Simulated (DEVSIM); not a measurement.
Structure: abrupt GaP p-n junction, at 300 K.

```tsv
layer (left to right)	material	thickness (μm)	Nd (cm⁻³)	Na (cm⁻³)	τn (s)	τp (s)
1	GaP	5.50	-	5.2e15	6.6e-7	6.6e-7
2	GaP	180	9.6e15	-	6.6e-7	6.6e-7
```

Left contact: ohmic. Right contact: ohmic. Voltage is applied to the left contact. Recombination: SRH at mid-gap, radiative, Auger. Mobility is μmin + (μ − μmin)/(1 + (N/Nref)^α).

Constants are typed, rounded textbook-type inputs, not results; the design itself was drawn at random and stands for no fabricated device. Values at 300 K.

```csv
parameter,GaP
gap (eV),2.26
affinity (eV),3.8
permittivity,11.1
Nc (cm⁻³),1.8e19
Nv (cm⁻³),1.9e19
μn (cm²/Vs),250
μp (cm²/Vs),150
"μn,min",10
"μp,min",10
"Nref,n",4.4e18
"Nref,p",1e18
αn,0.8
αp,0.85
B (cm³/s),1e-13
Cn (cm⁶/s),1e-30
Cp (cm⁶/s),1e-30
```

Simulated with DEVSIM: 1D drift-diffusion, Boltzmann statistics, complete ionisation; no tunnelling, impact ionisation, image-force lowering or self-heating.

The doping Na of layer 1 was swept, all else fixed.

```csv
doping Na of layer 1 (cm^-3),potential step across the device at zero bias (V),largest field in the device at zero bias (V/cm),dark forward voltage at 1 A/cm² (V)
1.6e14,1.763,9900,1.755
5.2e14,1.794,17000,1.776
1.6e15,1.823,28000,1.797
5.2e15,1.853,45000,1.825
1.6e16,1.882,…,…
5.2e16,1.913,70000,1.866
1.6e17,1.942,75000,1.877
```

**Question.** Some entries are withheld; supply them.

**Answer.** 
- 1.6e16, largest field in the device at zero bias (V/cm): 60000
- 1.6e16, dark forward voltage at 1 A/cm² (V): 1.846
